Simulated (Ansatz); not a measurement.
**HoPt₃ (Pm-3m, No. 221)**

Computed with r²SCAN (plane waves, PAW; Ansatz, a program for electronic structure).

Run with plane-wave cutoff 560 eV, 14×14×14 k mesh, Fermi–Dirac smearing 0.05 eV, spin-polarised with parallel moments, scalar-relativistic PAW data made under PBE.

Cell: relaxed at this level.

```json
{
 "lattice_constant_a": "4.086 Å",
 "bulk modulus B0": "191 GPa"
}
```

Note: the magnetic order was assumed, not searched for or taken from measurement; the 4f shell is treated without U or exact exchange, so its levels and filling can be wrong; the bulk modulus is −V dP/dV from two relaxed cells at ±2 % in volume.

Spin–orbit coupling is not included.

Computed values are for the static lattice.
